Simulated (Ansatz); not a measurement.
**CuZn: energy against volume**

CuZn (CsCl type, Pm-3m, 12.302 Å³/atom and stress up to 0.01 GPa in the relaxed cell, cube axes along x, y and z) under an equal strain ε along all three axes. PBEsol in Ansatz, a plane-wave DFT program (PAW, default set), 420 eV, 20×20×20 Γ-centred mesh, Fermi-Dirac smearing 0.10 eV; ions are relaxed, or left where forces stay under 0.02 eV/Å, within the symmetry of each cell.

Here V stands for volume and E for E less E0.

| volume (Å³/atom) | E less E0 (meV/atom) | pressure (GPa) |
|---|---|---|
| 11.5784 | 20.26 | 9.64 |
| 11.7565 | 11.12 | 6.94 |
| 11.9365 | 4.80 | 4.45 |
| 12.1183 | 1.15 | 2.14 |
| 12.3019 | 0.00 | 0.00 |
| 12.4873 | 1.22 | -1.97 |
| 12.6746 | 4.67 | -3.79 |
| 12.8638 | 10.21 | -5.47 |
| 13.0548 | 17.73 | -7.01 |
| 13.4426 | ? | ? |

Taking the third-order Birch-Murnaghan form, a cubic in V^(-2/3) for E over the 9 complete rows: With u = V^(-2/3) - 0.188, the rows have u = 0.007389, 0.005411, 0.003462, 0.001542, -0.000349, -0.002211, -0.004045, -0.005854, -0.007635. Least squares gives E = 0.031 + 201.80·u + 336717·u² + 875915·u³. Residuals (row less fit): 0.001, 0.000, -0.002, 0.004, -0.002, -0.001, 0.004, -0.003, 0.001; standard error 0.003 (degrees of freedom: 5). Its minimum lies at u = -0.000300, so V0 = (0.187700)^(-3/2) = 12.30. There d²E/du² = 671900 and d³E/du³ = 5255000, so B0 = (4/9) × 12.30^(-7/3) × 671900 × 0.160218 = 137 GPa (the last factor turns the table's units into GPa), and B0' = 4 + (2/3) × 0.187700 × (5255000)/671900 = 5.0. B0' rests on the cubic coefficient alone and has a standard error of 0.1 from these residuals.

**Question.** What does the fit predict for E at V = 13.4426, and how far is the calculated value from it?

**Answer.** u = -0.011120, so E = 0.031 + 201.80 × (-0.011120) + 336717 × (-0.011120)² + 875915 × (-0.011120)³ = 38.219 meV/atom. The calculation gives 38.22 meV/atom, which the fit meets to the printed digits. The row lies outside the fitted rows, so this is an extrapolation. The scatter of the fitted rows lies at the last printed digit.

In a metal these values are sensitive to mesh and smearing; energies are taken to zero smearing, stresses follow the free energy. Other structures, which can take over under pressure, weren't tried. The same form fitted to the pressure column gives B0' = 5.0; series where the two differ by over 0.4 aren't shown. Rows are the converged runs of the series near zero and its far end, less any whose ions stayed unrelaxed beside relaxed ones; series whose fitted rows scatter by over a few per cent of the range, as at a crossing or softening among them, aren't shown in this form.
